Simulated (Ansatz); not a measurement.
Start from TaSi2 (space group P6_222, No. 180; a = 4.7760 Å, c = 6.5628 Å).

Method: r2SCAN/PAW in Ansatz (an electronic-structure program), spin-orbit coupling left out.

Before the change:

The volume per atom is 14.40 Å³.

Perturbation: a hydrostatic pressure of 7.5 GPa.

Q: Estimate the effect on the volume per atom.

A: The volume per atom falls by 0.50 Å³ (14.40 Å³ → 13.90 Å³).

Load acts through the strain it causes; cell and atoms are relaxed under it. No phonon test of stability was made. No other phases were tried under pressure. The final runs are not spin-polarised. An odd electron count without spin: TaSi2.
